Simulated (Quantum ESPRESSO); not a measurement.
**Sensitivity of a calculation on TiSi (Cmmm, 2 atoms in the cell) to its settings**

```cif
data_SiTi
_chemical_formula_sum 'Ti1 Si1'
_space_group_name_H-M_alt 'P 1'
_space_group_IT_number 1
_cell_length_a 2.78978
_cell_length_b 2.78978
_cell_length_c 3.80393
_cell_angle_alpha 90.000
_cell_angle_beta 90.000
_cell_angle_gamma 81.236
loop_
_space_group_symop_operation_xyz
  'x, y, z'
loop_
_atom_site_label
_atom_site_type_symbol
_atom_site_fract_x
_atom_site_fract_y
_atom_site_fract_z
_atom_site_occupancy
Ti1 Ti 0.50000 0.50000 0.00000 1
Si1 Si 0.00000 0.00000 0.50000 1
```

Base run A: LDA (PZ), GBRV 1.5 ultrasoft (LDA) pseudopotentials (Quantum ESPRESSO), self-consistent single point.

Its settings: ecutwfc = 50 Ry; ecutrho = 400 Ry; occupations = smearing; smearing = methfessel-paxton; degauss = 0.0073499 Ry; potentials = {Ti: ti_lda_v1.4.uspp.F.UPF, Si: si_lda_v1.uspp.F.UPF}; K_POINTS = automatic 8 8 6 0 0 0; conv_thr = 1e-10 Ry.

The starting cell comes from a database of computed structures (which also holds hypothetical and non-ambient phases and stackings), without a prior relaxation at this level. Spin polarisation is off. In the base run, with a pressure of about -8 GPa the cell is away from its equilibrium volume at this level.

ΔF is the free energy per atom less that of run A. A dash stands where there is no value to compare (another energy zero or no entropy term, no result, no spin, no clean gap, or a mesh too coarse for one). Total energies depend on the potentials, the functional and any Hubbard or dispersion term, so they are compared only between runs that share all of them.

Run A gave: pressure (GPa) -7.65; k-points 84; valence electrons 16.

Runs:
- B: ecutrho: 400 Ry → 100 Ry
- C: nbnd: default → 8
- D: parallel starting moments (0.05 0 μB); nspin: default → 2
- E: 3 x 3 x 1 supercell at the zone centre alone; K_POINTS: automatic 8 8 6 0 0 0 → automatic 1 1 1 0 0 0
- F: conv_thr: 1e-10 Ry → 7.3e-07 Ry
- G: degauss: 0.0073499 Ry → 0.02205 Ry; K_POINTS: automatic 8 8 6 0 0 0 → automatic 10 10 7 0 0 0
- H: degauss: 0.0073499 Ry → 0.011025 Ry
- I: conv_thr: 1e-10 Ry → 1e-07 Ry
- J: pseudopotentials: {Ti: ti_lda_v1.4.uspp.F.UPF, Si: si_lda_v1.uspp.F.UPF} → {Ti: ti_pbe_v1.4.uspp.F.UPF, Si: Si.pbe-n-rrkjus_psl.1.0.0.UPF}; input_dft: default → vdw-df2 [vdW-DF2]

Problem. What does run C change against A?

Solution. The free energy rises by 26.5 meV/atom and the pressure goes from -7.65 to -6.98 GPa.

Problem. What does run G change against A?

Solution. The free energy goes down by 4.0 meV/atom and the pressure goes from -7.65 to -7.86 GPa.

```tsv
run	ΔF (meV/atom)	pressure (GPa)	k-points	valence electrons
A	0.00	-7.65	84	16
B	-13.6	-7.01	84	16
C	26.5	-6.98	84	16
D	0.00	-7.65	84	16
E	-1.55	-13.86	1	144
F	0.00	-7.36	84	16
G	-4.0	-7.86	124	16
H	-0.06	-7.65	84	16
I	0.00	-7.72	84	16
J	–	6.94	84	16
```
